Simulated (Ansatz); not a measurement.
**Hypothetical diamond B: thickness series**

The reference is B in the diamond structure (space group Fd-3m, No. 227; a = 4.0324 Å; a hypothetical phase, not in the database extracts checked). Axes: x, y, z lie along the cube axes.

Free-standing slabs (2 atom(s) a layer) normal to [110] with 15 Å of vacuum; in-plane cell held at bulk.

All numbers come from plane-wave PAW DFT at the PBEsol level (Ansatz, a program for electronic structure, 420 eV), scalar-relativistic without spin-orbit coupling.

Notes on the quantities. excess energy per area of both faces: slab less bulk energy over the cell's area: twice a surface energy; uncertain by up to 0.2 J/m²; layer's space group: with vacuum.

```csv
variant,shortest interatomic distance,excess energy per area of both faces,layer's space group,thickness between the outermost nuclei
base,1.746 Å,–,–,–
1 layer,1.429 Å,–,Pmma (No. 51),–
2 layers,1.605 Å,1.73 J/m²,Pmna (No. 53),1.12 Å
3 layers,1.518 Å,1.6 J/m²,Pmma (No. 51),2.43 Å
4 layers,1.543 Å,1.6 J/m²,Pmna (No. 53),4.25 Å
5 layers,1.545 Å,1.9 J/m²,Pmma (No. 51),5.30 Å
6 layers,1.524 Å,1.7 J/m²,Pmna (No. 53),6.83 Å
7 layers,1.537 Å,1.6 J/m²,Pmma (No. 51),8.29 Å
```

Slab and bulk use different k-meshes, which limits the precision of the excess energy. Stability against distortions was not tested.
